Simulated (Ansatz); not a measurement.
# What x(Sc) = 0.5, 10 atoms, P4/mmm (arrangement A) does to BaTiO3

Take BaTiO3 in the cubic perovskite structure (space group Pm-3m, No. 221; a = 3.9940 Å) as the base.

The other end (x = 1) is BaScO3 in the cubic perovskite structure (space group Pm-3m, No. 221; a model cell, its experimental status unchecked): 14.56 Å³/atom, gap zero; this end may not be an ambient phase.

One thing is altered: Sc replaces 50.0 % of the Ti, ordered in a cell of 10 atoms (starting symmetry P4/mmm) and fully relaxed.

Method: r2SCAN in Ansatz (plane waves to 500 eV, PAW, no spin-orbit coupling). Settings: 11×11×6 k-points, 0.05 eV Fermi–Dirac smearing, for the changed cell.

```csv
quantity,base,changed,shift
volume per atom,12.74 Å³,13.67 Å³,+0.93 Å³
density,6.08 g/cm³,5.63 g/cm³,-0.45 g/cm³
shortest interatomic distance,3.774 bohr,3.625 bohr,-0.149 bohr
band gap,2.17 eV,zero,–
mixing energy (to 0.01 eV only: unlike meshes or grids) (against an end that may be hypothetical),–,-0.01 eV/atom,–
deviation of the volume from the linear (Vegard-type) interpolation,–,+0.1 %,–
```

Final structure:

```
CELL_PARAMETERS angstrom
      4.08741     0.00000     0.00000
      0.00000     4.08741     0.00000
      0.00000     0.00000     8.18217
ATOMIC_POSITIONS crystal
  Ba 0.00000 0.00000 0.75151
  Ba 0.00000 0.00000 0.24849
  Ti 0.50000 0.50000 0.00000
  Sc 0.50000 0.50000 0.50000
  O  0.00000 0.50000 0.00000
  O  0.00000 0.50000 0.50000
  O  0.50000 0.50000 0.76558
  O  0.50000 0.50000 0.23442
  O  0.50000 0.00000 0.00000
  O  0.50000 0.00000 0.50000
```

Each cell is one ordered arrangement of few atoms, which overstates ordering effects compared with a random alloy. No phonon test of stability was made. No Hubbard U is applied, and correlation can decide whether such a compound is a metal. The final runs are not spin-polarised. An odd electron count without spin: Ba2ScTiO6 and BaScO3. Many cubic perovskites are stable only at high temperature; tilts and polar distortions were not tested. This is not the structure that BaTiO3 has at room temperature and ambient pressure.

Ansatz is a first-principles code.
